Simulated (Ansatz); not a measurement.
Consider the formation energy of Au_Al in Al (fcc, Fm-3m). Reaction: 63 Al (fcc) + Au (fcc) → cell A.

Cell A: a supercell of 64 sites of Al (fcc, Fm-3m) with Au on an Al site (12 Al at 2.87 Å); spin state with PBE: run without spin, k-point mesh 4×4×4.
```
CELL_PARAMETERS angstrom
     11.42999     0.00000     0.00000
      5.71499     9.89866     0.00000
      5.71499     3.29955     9.33255
ATOMIC_POSITIONS crystal
  Al 0.00000 0.00000 0.00000
  Al 0.00000 0.00000 0.25052
  Al 0.00000 0.00000 0.50000
  Al 0.00000 0.00000 0.74948
  Al 0.00000 0.25052 0.00000
  Al 0.00001 0.25019 0.25019
  Al 0.00001 0.25019 0.49961
  Al 0.00000 0.25052 0.74948
  Al 0.00000 0.50000 0.00000
  Al 0.00001 0.49961 0.25019
  Al 0.00000 0.50000 0.50000
  Al 0.99999 0.50039 0.74981
  Al 0.00000 0.74948 0.00000
  Al 0.00000 0.74948 0.25052
  Al 0.99999 0.74981 0.50039
  Al 0.99999 0.74981 0.74981
  Al 0.25052 0.00000 0.00000
  Al 0.25019 0.00001 0.25019
  Al 0.25019 0.00001 0.49961
  Al 0.25052 0.00000 0.74948
  Al 0.25019 0.25019 0.00001
  Al 0.25000 0.25000 0.25000
  Al 0.25019 0.25019 0.49961
  Al 0.24940 0.24940 0.75060
  Al 0.25019 0.49961 0.00001
  Al 0.25019 0.49961 0.25019
  Al 0.24882 0.50000 0.50000
  Al 0.24882 0.50000 0.75118
  Al 0.25052 0.74948 0.00000
  Al 0.24940 0.75060 0.24940
  Al 0.24882 0.75118 0.50000
  Al 0.24940 0.75060 0.75060
  Al 0.50000 0.00000 0.00000
  Al 0.49961 0.00001 0.25019
  Al 0.50000 0.00000 0.50000
  Al 0.50039 0.99999 0.74981
  Al 0.49961 0.25019 0.00001
  Al 0.49961 0.25019 0.25019
  Al 0.50000 0.24882 0.50000
  Al 0.50000 0.24882 0.75118
  Al 0.50000 0.50000 0.00000
  Al 0.50000 0.50000 0.24882
  Au 0.50000 0.50000 0.50000
  Al 0.50000 0.50000 0.75118
  Al 0.50039 0.74981 0.99999
  Al 0.50000 0.75118 0.24882
  Al 0.50000 0.75118 0.50000
  Al 0.50039 0.74981 0.74981
  Al 0.74948 0.00000 0.00000
  Al 0.74948 0.00000 0.25052
  Al 0.74981 0.99999 0.50039
  Al 0.74981 0.99999 0.74981
  Al 0.74948 0.25052 0.00000
  Al 0.75060 0.24940 0.24940
  Al 0.75118 0.24882 0.50000
  Al 0.75060 0.24940 0.75060
  Al 0.74981 0.50039 0.99999
  Al 0.75118 0.50000 0.24882
  Al 0.75118 0.50000 0.50000
  Al 0.74981 0.50039 0.74981
  Al 0.74981 0.74981 0.99999
  Al 0.75060 0.75060 0.24940
  Al 0.74981 0.74981 0.50039
  Al 0.75000 0.75000 0.75000
```

Reference: Al (fcc, Fm-3m), 64 atoms in the cell, a perfect crystal on lattice vectors that match the other cells', k-point mesh 4×4×4 on the run's own vectors.

Reference: Au (fcc, Fm-3m), 1 atom in the cell, k-point mesh 24×24×24 on the run's own vectors. Conventional cell: a = b = c = 4.158 Å, α = β = γ = 90.00°.

Plane-wave PAW calculations with Ansatz (a quantum-chemistry and plane-wave program), its default PAW set, cutoff 420 eV, 500 eV for r2SCAN. The structures are at rest with PBE, within the held lattices; other levels are single points on them. Neutral cells; Fermi-Dirac smearing of at most 0.10 eV in the solids, energies taken to zero width. The lattices are those relaxed with PBE, so at other levels the solids can be strained, which adds to the spread. Larger cells are relaxed from a start prepared with the learned potential CHGNet, on a coarser mesh till forces fall under 0.03 eV/Å, which some starts already meet. A dispersion term (D3(BJ), or D4 for r2SCAN) was computed beside these levels and is taken off wherever the name lacks it. Nuclei at rest; no vibrational terms. The structures are the rest points that the relaxations reached, not proven lowest. The runs are scalar-relativistic, without spin-orbit coupling. No correction for cell size. Mesh and cell size may move defect energies by 0.1 eV or more. Cell A has symmetry Fm-3m and got no random move, so less symmetric positions, which may lie lower, weren't tried.

Predict the value from PBE.

-0.53 eV, for 63 Al (fcc) + Au (fcc) → cell A.

How does the value move with the functional?


```csv
Level,value (eV),less PBE
r2SCAN,-0.43,0.10
```

The levels span 0.10 eV, from PBE (-0.53) to r2SCAN (-0.43).
